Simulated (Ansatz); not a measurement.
Si (diamond structure), Σ17 (223) [1-10] symmetric tilt. One Ga atom replaces one Si atom in a bicrystal of 62 atoms (one solute to 62 Å² of one boundary, a high coverage); atoms relaxed, cell held. Energies count from the site farthest from both boundaries, which lies only 5.1 Å away; negative means that the solute is drawn to the site. The cell is neutral, and spin is allowed where the electrons are odd. k-points: Γ-centred 2×6×1 mesh; occupations: Fermi-Dirac, 0.050 eV; spin-polarised, moments started parallel. No spin-orbit coupling.

Sites tried, by distance from the nearest boundary plane (Å): 0.00, 0.00, 1.24, 1.93.

Task: Does Ga segregate by Ansatz (a quantum-chemistry and plane-wave program) with PBE, and with what energy at each site?

Result: 0.00 Å: -0.61 eV; 0.00 Å: -0.61 eV; 1.24 Å: -0.39 eV; 1.93 Å: -0.01 eV. The most favoured site tried binds it by 0.61 eV.
